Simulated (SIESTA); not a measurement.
SIESTA run on a defect of Al (1 atoms in the cell): self-consistent single point.

Computed with GGA PBEsol, numerical atomic orbitals DZP, PseudoDojo PBEsol standard norm-conserving potentials (rewritten from UPF to PSML) (SIESTA 5.4.2).

The change in words: 2 x 1 x 1 supercell, one Al atom taken out, nothing relaxed; kgrid.MonkhorstPack: 10 10 10 → 5 10 10. Reference geometry:
```
CELL_PARAMETERS angstrom
      0.00000     2.03107     2.03107
      2.03107     0.00000     2.03107
      2.03107     2.03107     0.00000
ATOMIC_POSITIONS crystal
  Al 0.00000 0.00000 0.00000
```

Reference input (self-consistent single point, DFT, GGA PBEsol, numerical atomic orbitals DZP, PseudoDojo PBEsol standard norm-conserving potentials (rewritten from UPF to PSML)): XC.functional = GGA; XC.authors = PBEsol; potentials = PseudoDojo PBEsol standard; PAO.BasisSize = DZP; PAO.EnergyShift = 0.005 Ry; MeshCutoff = 350 Ry; kgrid.MonkhorstPack = 10 10 10; OccupationFunction = MP; OccupationMPOrder = 0; ElectronicTemperature = 0.1 eV; MaxSCFIterations = 150; SCF.Mixer.Method = Pulay. This run's input differs from it in these lines:

```diff
@@ -11,3 +11,3 @@
 %block LatticeVectors
-     0.000000000    2.031075000    2.031075000
+     0.000000000    4.062150000    4.062150000
      2.031075000    0.000000000    2.031075000
@@ -17,3 +17,3 @@
 %block AtomicCoordinatesAndAtomicSpecies
-     0.000000000    0.000000000    0.000000000  1
+     0.000000000    2.031075000    2.031075000  1
 %endblock AtomicCoordinatesAndAtomicSpecies
@@ -26,3 +26,3 @@
 %block kgrid.MonkhorstPack
-   10   0   0  0.0
+    5   0   0  0.0
     0  10   0  0.0
```

Output (repeated stretches shortened):

```
        iscf     Eharris(eV)        E_KS(eV)     FreeEng(eV)     dDmax    Ef(eV) dHmax(eV)
   scf:    1      -61.514595      -62.198818      -62.203001  1.492075 -4.442339  0.081140
   scf:    2      -62.202760      -62.200827      -62.205040  0.005233 -4.418931  0.058918
   scf:    3      -62.204577      -62.202924      -62.207472  0.013463 -4.377826  0.038327
   scf:    4      -62.203082      -62.203005      -62.207562  0.011811 -4.412614  0.021562
   scf:    5      -62.202999      -62.203012      -62.207613  0.001511 -4.398541  0.001467
   scf:    6      -62.203019      -62.203015      -62.207613  0.000139 -4.399952  0.000940
   scf:    7      -62.203012      -62.203014      -62.207613  0.000053 -4.399329  0.000100
mix: Pulay -- inversion failed, > SVD [rank/size] 4 / 5
   scf:    8      -62.203014      -62.203014      -62.207613  0.000002 -4.399359  0.000051
SCF Convergence by DM+H criterion
max |DM_out - DM_in|         :     0.0000024747
max |H_out - H_in|      (eV) :     0.0000508137
SCF cycle converged after 8 iterations

Using DM_out to compute the final energy and forces

siesta: E_KS(eV) =              -62.2030

siesta: E_KS - E_eggbox =       -62.2030

siesta: Atomic forces (eV/Ang):
     1   -0.000000   -0.000000    0.000000
   Tot   -0.000000   -0.000000    0.000000
   Max    0.000000
   Res    0.000000    sqrt( Sum f_i^2 / 3N )
   Max    0.000000    constrained

Stress tensor Voigt[x,y,z,yz,xz,xy] (kbar):       57.82       57.82       57.82      -14.11       14.11       14.11
(Free)E + p*V (eV/cell)      -63.4171
Target enthalpy (eV/cell)      -62.2076

siesta: Program's energy decomposition (eV):
siesta: FreeEng =       -62.207613

siesta: Stress tensor (static) (eV/Ang**3):
siesta:     0.036088    0.008809    0.008809
siesta:     0.008809    0.036088   -0.008807
siesta:     0.008809   -0.008807    0.036088

siesta: Cell volume =         33.514896 Ang**3

siesta: Pressure (static):
siesta:                Solid            Molecule  Units
siesta:          -0.00039304         -0.00039304  Ry/Bohr**3
siesta:          -0.03608766         -0.03608766  eV/Ang**3
siesta:         -57.81880336        -57.81880336  kBar
```

The run converged in 8 iterations. Against the reference run the free energy rises by 834 meV/atom.

The starting cell has typed, rounded lattice constants, without a prior relaxation at this level. Its lattice was rescaled by up to half a per cent. Values carry the incompleteness of an atom-centred basis.
